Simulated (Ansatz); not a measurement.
NbZn3Ga3: biaxial strain +1.92 %, plane normal [001], relaxed out of plane

Consider NbZn3Ga3 (space group R-3m, No. 166; a = 5.388 Å, c = 13.757 Å (hexagonal axes); a cell from a computed database, its experimental status unchecked). Axes: x lies along a and z along c of the hexagonal cell.

Modification: biaxial strain +1.92 %, plane normal [001], relaxed out of plane (Cartesian); in-plane vectors clamped, the third vector and the atoms free.

Computed with Kohn–Sham DFT with the PBEsol functional, run in Ansatz (a program for electronic structure) with PAW and 420 eV plane waves, without spin-orbit coupling. Settings: 11×11×11 k-points, 0.05 eV Fermi–Dirac smearing.

```json
[
 {"quantity": "space group", "base": "R-3m (No. 166)", "changed": "R-3m (No. 166)", "shift": "–"},
 {"quantity": "shortest interatomic distance", "base": "2.694 Å", "changed": "2.746 Å", "shift": "+0.052 Å"},
 {"quantity": "energy relative to the base (free energy F)", "base": "0 meV/atom", "changed": "+9.4 meV/atom", "shift": "+9.4 meV/atom"},
 {"quantity": "pressure (mean of the normal stresses, compression positive)", "base": "0.0 GPa", "changed": "-3.0 GPa", "shift": "-3.0 GPa"},
 {"quantity": "band gap", "base": "zero", "changed": "zero", "shift": "–"},
 {"quantity": "out-of-plane strain (rough)", "base": "–", "changed": "-0.97 %", "shift": "–"},
 {"quantity": "mean in-plane stress (compression positive) (rough)", "base": "–", "changed": "-4.6 GPa", "shift": "–"}
]
```

Without a gap, meshes like the base's 11×11×11 leave anisotropic stresses uncertain by several tenths of a GPa, and small strain energies with them. Whether these cells are dynamically stable was not tested. All final runs are without spin polarisation. NbZn3Ga3 has a high density of states at the Fermi level and may be magnetic at this level.
